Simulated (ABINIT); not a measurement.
How far to go with the plane-wave cutoff: InBi (R3m, 2 atoms in the cell)

```yaml
crystal:
  lattice:
    - [0.00000, 3.39369, 3.39369]
    - [3.39369, 0.00000, 3.39369]
    - [3.39369, 3.39369, 0.00000]
  atoms:
    - { symbol: In, position: [0.00425, 0.00425, 0.00425] }
    - { symbol: Bi, position: [0.25000, 0.25000, 0.25000] }
```

Method: PBEsol, PAW (JTH v2.0 PBE PAW, files made for PBE) (plane waves; ABINIT).

Base settings: pseudos = [In.GGA_PBE-JTH.xml, Bi.GGA_PBE-JTH.xml]; ecut = 20 Ha; pawecutdg = 40 Ha; pawxcdev = 0; ixc = -116133; occopt = 7; tsmear = 0.00367493 Ha; ngkpt = 3 3 3; nshiftk = 1; shiftk = 0 0 0.

Moved along: pawecutdg.

The second cell is the first with its lattice scaled by 0.98.

The mesh stays at the base's, so the ladder's end is converged at best in this setting alone.

Only quantities that move along the ladder and can be compared are tabulated.

The count of work is k-points × plane waves × bands × iterations; it is no time. 

The starting cell comes from a database of computed structures (which also holds hypothetical and non-ambient phases and stackings), without a prior relaxation at this level. Its lattice was rescaled by up to half a per cent. One atom was moved a little off its site on purpose. The potentials were made for another functional than the one used. Without a gap this mesh is coarse (it stands for a supercell whose shortest vector is 14 Å).

```csv
ecut,free energy less the last step's (meV/atom),energy of the compressed cell less the first (meV/atom),pressure (GPa),largest difference of a force vector from the last step's (eV/Å),count of work / last
7 Ha,18096.50,-319.42,-264.61,0.168,0.038
8 Ha,8283.56,485.55,-142.58,0.084,0.046
9 Ha,3733.44,103.17,-75.91,0.032,0.054
10 Ha,1579.15,81.64,-37.62,0.033,0.069
11 Ha,650.14,29.37,-16.33,0.025,0.079
12 Ha,302.62,34.27,-5.38,0.007,0.091
14 Ha,188.89,22.79,0.12,0.006,0.12
16 Ha,154.63,24.03,-0.78,0.002,0.15
18 Ha,97.63,21.75,-0.79,0.002,0.17
20 Ha,63.04,23.40,0.06,0.001,0.22
22 Ha,57.41,22.61,0.44,0.001,0.24
24 Ha,54.92,22.70,0.28,0.001,0.29
27 Ha,38.70,22.50,-0.03,0.001,0.32
30 Ha,22.04,22.61,0.15,0.001,0.40
35 Ha,13.51,22.64,0.41,0.000,0.51
40 Ha,8.84,22.78,0.31,0.000,0.69
48 Ha,0.00,22.66,0.41,0.000,1.0
```

Coarsest ecut that holds the free energy within 5 meV/atom: not settled: the last two steps still differ by 8.8 meV/atom, over half the tolerance, so the ladder does not show it.

Coarsest ecut that holds the energy of the compressed cell less the first within 0.5 meV/atom of the last step, with all finer ones: 22 Ha, at 0.24 of the last step's count of work; the step before is off by 0.74 meV/atom.

Coarsest ecut that holds the forces within 0.01 eV/Å of the last step, with all finer ones: 12 Ha, at 0.091 of the last step's count of work; the step before is off by 0.025 eV/Å.

At the lowest cutoff the pressure lies 265 GPa under the last step's, the usual sign of Pulay stress in an incomplete plane-wave basis.
